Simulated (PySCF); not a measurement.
PySCF 2.14.0, unrestricted BP86/def2-svp, df: dimethyl telluride cation (C[Te]C), charge +1, multiplicity 2, 9 atoms. The geometry is a generated start, not checked to be a minimum at this level.

```yaml
task: energy
method: bp86
basis: def2-svp
two_electron_scheme: density fitting
mol.max_memory: 3000 MB
mf.max_cycle: 100
mf.conv_tol: 1e-09 (default)
mf.grids.level: 3 (default)
effective_core_potentials: those of the basis set, past Kr
basis_functions: 84
grid_points: 109048
```

```xyz
9

C      1.5916    -0.0970     0.0196
Te     0.0569     0.6568    -1.3221
C     -1.5929     0.1010    -0.0242
H      2.0644    -0.9693    -0.4133
H      2.3406     0.6646     0.1868
H      1.1366    -0.3642     0.9633
H     -1.2103    -0.5318     0.7658
H     -2.3427    -0.4420    -0.5880
H     -2.0441     0.9818     0.4121
```

Charge 1 and multiplicity 2 are set for this test and not shown to be the ground state.

With the defaults (mf.DIIS = CDIIS, mf.diis = true, mf.diis_space = 8, mf.damp = 0, mf.diis_start_cycle = 1, mf.init_guess = minao) it converges in 15 Fock builds. One run each on 2 threads, 1 BLAS thread, with these changes:
- mf.init_guess = mod_huckel
- mf.diis_space = 12
- mf.diis = false, mf.damp = 0.7, mf.diis_start_cycle = 999
- mf.diis_space = 5
- mf.damp = 0.3, mf.diis_start_cycle = 4
- mf.diis_space = 20
- mf.DIIS = EDIIS
- mf.init_guess = huckel
- mf.diis = false

**Question.** Which runs fail or end elsewhere than the default run?

**Answer.** No convergence: mf.DIIS = EDIIS; mf.diis = false (the run ends without SCF convergence in 100 cycles). The rest reach the solution of the defaults.

```tsv
setting	Fock builds	end
mf.init_guess = mod_huckel	14	same solution
mf.init_guess = huckel	14	same solution
the defaults	15	same solution
mf.diis_space = 20	15	same solution
mf.diis_space = 12	15	same solution
mf.diis_space = 5	17	same solution
mf.damp = 0.3, mf.diis_start_cycle = 4	18	same solution
mf.diis = false, mf.damp = 0.7, mf.diis_start_cycle = 999	30	same solution
mf.DIIS = EDIIS	101	no convergence
mf.diis = false	101	no convergence
```
